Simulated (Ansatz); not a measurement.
The starting structures come from a database of crystals and need not be the phases stable at ambient conditions.

 Where the default PAW files enter, the runs use the earlier of Ansatz's two default sets.

## Evanescent states of Cd(GaTe2)2 (I-4, not sure to be the ambient phase, 7 atoms a cell, 32.9 Å³ an atom) along the normal of (001)

These are r2SCAN (plane waves, PAW; Ansatz, an electronic-structure program) values and carry that method's errors.

No gap correction and no spin-orbit coupling; mid-gap values are interpolated between computed energies.

Energies count from the valence-band top; κ is the least over a 6×6 mesh across the current.

```json
[
 {"E (eV)": "0.04", "κ (1/Å)": "0.077", "where": "Γ"},
 {"E (eV)": "0.14", "κ (1/Å)": "0.097", "where": "Γ"},
 {"E (eV)": "0.23", "κ (1/Å)": "0.110", "where": "Γ"},
 {"E (eV)": "0.32", "κ (1/Å)": "0.119", "where": "Γ"},
 {"E (eV)": "0.41", "κ (1/Å)": "…", "where": "Γ"},
 {"E (eV)": "0.49", "κ (1/Å)": "…", "where": "Γ"},
 {"E (eV)": "0.58", "κ (1/Å)": "…", "where": "Γ"},
 {"E (eV)": "0.68", "κ (1/Å)": "…", "where": "Γ"},
 {"E (eV)": "0.77", "κ (1/Å)": "…", "where": "Γ"},
 {"E (eV)": "0.85", "κ (1/Å)": "…", "where": "Γ"},
 {"E (eV)": "0.94", "κ (1/Å)": "…", "where": "Γ"},
 {"E (eV)": "1.03", "κ (1/Å)": "…", "where": "Γ"},
 {"E (eV)": "1.12", "κ (1/Å)": "…", "where": "Γ"},
 {"E (eV)": "1.22", "κ (1/Å)": "…", "where": "Γ"},
 {"E (eV)": "1.30", "κ (1/Å)": "0.110", "where": "Γ"},
 {"E (eV)": "1.40", "κ (1/Å)": "0.095", "where": "Γ"},
 {"E (eV)": "1.49", "κ (1/Å)": "0.073", "where": "Γ"},
 {"E (eV)": "1.57", "κ (1/Å)": "0.029", "where": "Γ"}
]
```

### Question
Complete the blanks.

### Answer

- 0.41, κ (1/Å): 0.127
- 0.49, κ (1/Å): 0.133
- 0.58, κ (1/Å): 0.137
- 0.68, κ (1/Å): 0.139
- 0.77, κ (1/Å): 0.140
- 0.85, κ (1/Å): 0.140
- 0.94, κ (1/Å): 0.138
- 1.03, κ (1/Å): 0.134
- 1.12, κ (1/Å): 0.129
- 1.22, κ (1/Å): 0.121
